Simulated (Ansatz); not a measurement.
Functionals compared on OH on the 1x1 (101) surface of anatase TiO2 (cut with top plane O), one in a 2x1 cell, started at the site 'top O', in Ansatz (plane waves, PAW). The structure was relaxed with PBE; the other rows are single points on it, each with its references at the same level. Cutoff 420 eV (500 eV for r2SCAN). The points keep PBE's geometry, so the relaxation of a polaron and the settling of charge on one site are left out. HSE06 used the coarser mesh 2x3x1.

Host crystal: anatase TiO2, with a band gap (PBE, scalar-relativistic without spin-orbit coupling).

Slab: 38 atoms, 9.4 Å thick at the start under the adsorbate (thin: gaps and levels are the slab's own); k 3x4x1, smearing 0.01 eV, dipole-corrected; 14 atoms held, the rest relaxed; no symmetry held; spin-polarised, ending with about 1.0 μB a cell; orders that need a larger cell were not tried, no spin-orbit, no U, no dispersion correction. It is one chosen start, not shown to be the lowest state of the adsorbate. These notes are the PBE run's. r2SCAN: The program's check for a lower electronic state was not made. HSE06: The program's check for a lower electronic state was not made. Adsorption energies are against H2O(g) − ½ H2(g). A negative adsorption energy means that the adsorbate is more stable on the surface than in its reference.

A dash marks a value that is undefined for that row or was read on another mesh.

| functional | adsorption energy (eV) | gap of the slab on its k-mesh (eV) | highest filled level below the top vacuum level (eV) | magnetic moment of the cell (μB) |
|---|---|---|---|---|
| PBE | 2.35 | 0.81 | 7.15 | 1.00 |
| RPBE | 2.46 | 0.84 | 7.03 | 1.00 |
| r2SCAN | ? | ? | ? | 1.00 |
| HSE06 | 2.47 | – | – | 1.00 |

Complete the blanks.


- r2SCAN, adsorption energy (eV): 2.17
- r2SCAN, gap of the slab on its k-mesh (eV): 1.40
- r2SCAN, highest filled level below the top vacuum level (eV): 7.32

Ansatz is a quantum-chemistry and plane-wave program.
